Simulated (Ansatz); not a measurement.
An Ansatz (a quantum-chemistry and plane-wave program) run: CuI; r2SCAN+rVV10 (Ansatz), no spin-orbit coupling.

Input:

Ansatz 0.2 input:
```yaml
crystal:
  lattice:
    - [4.0948865628, 0, 0]
    - [-2.0474432814, 3.546275789, 0]
    - [0, 0, 7.2119983082]
  atoms:
    - { symbol: Cu, position: [0.6666666667, 0.3333333333, 0.5925943293] }
    - { symbol: Cu, position: [0.3333333333, 0.6666666667, 0.4074056707] }
    - { symbol: I, position: [0.3333333333, 0.6666666667, 0.7643891476] }
    - { symbol: I, position: [0.6666666667, 0.3333333333, 0.2356108524] }
basis: { ecutwfc: 500, ecutrho_ratio: 4, xc_grid: 4, fft_grid_basis: typed }
kpoints: { mp_grid: { grid: [9, 9, 5] } }
hamiltonian:
  xc: r2scan
  dispersion: rvv10
  pseudopotentials: { kind: paw }
scf: { occupations: { method: fermi_dirac, width: 0.05 }, convergence: { dr2_threshold: 0.0000000004 } }
output: { forces: true, stress: true }
```

Output (explanatory and most iteration lines left out):

```
Pseudopotential: Cu, paw, valence charge 19
Pseudopotential: I, paw, valence charge 17
Crystal: 4 atoms, lattice volume = 104.730 Å³
Basis set: ecut = 500 eV, 2637 PW (Γ), exchange–correlation on 120×120×216 points (64 copies of the dense FFT grid, shifted against one another)
Bands: 41, of which v1, the nominal top of the filled ones, is band 36 counted from 1 (35 counted from 0)
Symmetry: 12 space group operations
Space group: P-3m1 (ITA 164), of the structure as read, at distance tolerance 4.7e-5 Å
k-points: 50 of 405
Functional: x = r2scan, c = r2scan + rvv10(b = 11.95, C = 0.0093); τ floored in thin density (d = 2e-4 eV/Å³)
SCF iter   1: F=—  HF=-28313.019404 eV  |F-HF|=—  |Δ(HF+E_count)|=         —  Δρ=2.06e-2  dr2=2.56e-1  dr2_τ=3.93e-3  ethr=1.77e-3  ⟨swp⟩=7.4  Hψ=8396  notcnv=0
SCF iter   2: F=—  HF=-28313.021603 eV  |F-HF|=—  |Δ(HF+E_count)|=   2.20e-3  Δρ=9.98e-3  dr2=6.20e-2  dr2_τ=2.27e-3  ethr=3.55e-4  ⟨swp⟩=2.7  Hψ=4412  notcnv=0  defer=49
SCF 1 converged in 11 iterations: F = -28312.992723 eV  dr2 = 4.43e-11
SCF converged after 11 iterations
Free energy (F): -28312.992723 eV
Internal energy: -28312.992723 eV  (E = F + TS)
E sigma→0 (E₀):  -28312.992723 eV
Fermi energy:    9.553150 eV
--- Forces (eV/Å), atoms counted from 1 ---
  atom   1  Cu    -0.00000000    -0.00000000     0.00133214
  atom   2  Cu     0.00000000     0.00000000    -0.00133214
  atom   3  I      0.00000000    -0.00000000     0.00235978
  atom   4  I     -0.00000000     0.00000000    -0.00235978
--- Stress (GPa, compression-positive) ---
        0.002490       0.000000       0.000000
        0.000000       0.002490      -0.000000
        0.000000       0.000000       0.009801
  P = ⅓ Tr σ = 0.0049 GPa (0.049 kbar)
```

With I present, leaving out spin-orbit coupling can change the band edges. No phonon test of stability was made. All final runs are without spin polarisation. The cell is CuI (space group P-3m1, No. 164; a cell from a computed database, its experimental status unchecked; layered, stacked along the Cartesian z axis). This is not the structure that CuI has at room temperature and ambient pressure.
